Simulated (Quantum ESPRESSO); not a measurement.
Input and output of a self-consistent single point for LaIn (Cm, 2 atoms in the cell) (Quantum ESPRESSO).

Method: LDA (PZ), GBRV 1.5 ultrasoft (LDA) pseudopotentials (plane waves; Quantum ESPRESSO 7.5).

```
CELL_PARAMETERS angstrom
      3.95408     0.00000     0.00000
      0.00000     3.95408     0.00000
      0.00000     0.00000     3.95408
ATOMIC_POSITIONS crystal
  La 0.50280 0.49724 0.50460
  In 0.99720 0.00276 0.99540
```

Reference input (self-consistent single point, DFT, PBEsol, plane waves, GBRV 1.5 ultrasoft (PBESOL) pseudopotentials): ecutwfc = 40 Ry; ecutrho = 200 Ry; occupations = smearing; smearing = fermi-dirac; degauss = 0.0073499 Ry; potentials = {La: la_pbesol_v1.uspp.F.UPF, In: in_pbesol_v1.4.uspp.F.UPF}; K_POINTS = automatic 6 6 6 0 0 0; conv_thr = 1e-10 Ry; mixing_beta = 0.4. This run's input differs from it in these lines:

```diff
@@ -23,4 +23,4 @@
 ATOMIC_SPECIES
-La   138.9055  la_pbesol_v1.uspp.F.UPF
-In   114.8180  in_pbesol_v1.4.uspp.F.UPF
+La   138.9055  la_lda_v1.uspp.F.UPF
+In   114.8180  in_lda_v1.4.uspp.F.UPF
 ATOMIC_POSITIONS crystal
```

Log, with long lists cut:

```
     Self-consistent Calculation

     iteration #  1     ecut=    40.00 Ry     beta= 0.40

     negative rho (up, down):  8.074E-02 0.000E+00

     total energy              =    -235.11867856 Ry
     estimated scf accuracy    <       1.41612096 Ry

     iteration #  2     ecut=    40.00 Ry     beta= 0.40

     negative rho (up, down):  7.559E-02 0.000E+00

     total energy              =    -235.38988800 Ry
     estimated scf accuracy    <       0.06353471 Ry

     iteration #  3     ecut=    40.00 Ry     beta= 0.40

     negative rho (up, down):  7.018E-02 0.000E+00

     total energy              =    -235.39657689 Ry
     estimated scf accuracy    <       0.00857955 Ry

   [... 8 blocks of this kind left out ...]

     iteration # 12     ecut=    40.00 Ry     beta= 0.40
     c_bands:  1 eigenvalues not converged

     negative rho (up, down):  6.387E-02 0.000E+00

     total energy              =    -235.39903400 Ry
     estimated scf accuracy    <          2.3E-10 Ry

     iteration # 13     ecut=    40.00 Ry     beta= 0.40

     negative rho (up, down):  6.387E-02 0.000E+00
     End of self-consistent calculation

     Number of k-points >= 100: set verbosity='high' to print the bands.

     the Fermi energy is    10.7818 ev

!    total energy              =    -235.39903400 Ry
     estimated scf accuracy    <          2.0E-11 Ry
     smearing contrib. (-TS)   =      -0.00387230 Ry
     internal energy E=F+TS    =    -235.39516169 Ry

     convergence has been achieved in  13 iterations

     negative rho (up, down):  6.387E-02 0.000E+00

     Forces acting on atoms (cartesian axes, Ry/au):

     atom    1 type  1   force =    -0.00154981    0.00152917   -0.00254204
     atom    2 type  2   force =     0.00154981   -0.00152917    0.00254204

     Total force =     0.004733     Total SCF correction =     0.000001

     negative rho (up, down):  6.387E-02 0.000E+00
          total   stress  (Ry/bohr**3)                   (kbar)     P=      -41.82
  -0.00028418  -0.00000059   0.00000097          -41.80       -0.09        0.14
  -0.00000059  -0.00028418  -0.00000096           -0.09      -41.80       -0.14
   0.00000097  -0.00000096  -0.00028442            0.14       -0.14      -41.84

   JOB DONE.
```

The run converged in 13 iterations. Against the reference run the pressure goes from -2.57 to -4.18 GPa and the largest force goes from 0.097 to 0.086 eV/Å.

The starting cell comes from a database of computed structures (which also holds hypothetical and non-ambient phases and stackings), without a prior relaxation at this level. Its atoms were displaced at random from the sites of space group no. 221. With a pressure of about -4 GPa the cell is away from its equilibrium volume at this level.

Cost on one core of a shared machine: roughly 2 min.
